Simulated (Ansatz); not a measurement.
Effect of isotropic strain +2.50 % on Ru

The reference is Ru in the hcp (Mg type) structure (space group P6_3/mmc, No. 194; a = 2.7043 Å, c = 4.2629 Å; relaxed with 0.1 eV smearing).

Modification: the cell is scaled by 1.0250 in all directions, atoms relaxed at fixed cell.

All numbers come from Ansatz (a first-principles code), r2SCAN, PAW, cutoff 500 eV, without spin-orbit coupling. Settings: 24×24×14 k-points, 0.1 eV Fermi–Dirac smearing.

Volume per atom: 14.54 Å³ (base 13.50 Å³)
Space group: P6_3/mmc (No. 194) (base P6_3/mmc (No. 194))
Shortest interatomic distance: 2.708 Å (base 2.642 Å)
Energy relative to the base (free energy F): +73 meV/atom
Band gap: zero (base zero)

Cost of the whole job for the changed cell (relaxation, final SCF and bands): around 100 core-seconds (rough).

No phonon test of stability was made. All final runs are without spin polarisation.
